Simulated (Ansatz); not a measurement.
Step by step: formation energy of the neutral 4 V_C in TaC (rock salt, Fm-3m)

Consider the formation energy of the neutral 4 V_C in TaC (rock salt, Fm-3m). Reaction: 32 TaC (rock salt) → cell A + 4 C (graphite).

A: a supercell of 64 sites of TaC (rock salt, Fm-3m) with four empty C sites amid 6 Ta; the closest two of these centres are 5.4 Å apart, the farthest 5.4 Å; spin state with PBE: run without spin.

Setting: static, neutral cells in Ansatz (PAW) whose structures rest at the PBE+D3(BJ) level. Ansatz (an electronic-structure program) runs with its PAW set soft_1. Other levels take these structures. The lattices are those relaxed with PBE+D3(BJ), so at other levels the solids can be strained, which adds to the spread. Larger cells are relaxed from a start prepared with the learned potential CHGNet, on a coarser mesh till forces fall under 0.03 eV/Å, which some starts already meet. Spin-orbit coupling is left out. The cell is small for its defects, so this is an ordered compound on the host's lattice rather than an isolated defect. The value holds for the reservoirs listed; other chemical potentials shift it. Cell A has symmetry P4₁32 and got no random move, so less symmetric positions, which may lie lower, weren't tried.

Total energies of the cells in eV, at zero smearing width. They compare only within one column; the weights balance every element.

```json
[
 {"cell": "A: TaC:4 V_C", "atoms": "60", "weight": "+1", "LDA": "-316713.34719", "PBEsol": "-320786.43349"},
 {"cell": "C (graphite)", "atoms": "4", "weight": "+1", "LDA": "-971.92984", "PBEsol": "-986.75990"},
 {"cell": "TaC (rock salt)", "atoms": "64", "weight": "−1", "LDA": "-317685.64186", "PBEsol": "-321773.27823"}
]
```

LDA: (-316713.34719) + (-971.92984) − (-317685.64186) = 0.365 eV.

PBEsol: (-320786.43349) + (-986.75990) − (-321773.27823) = 0.085 eV.
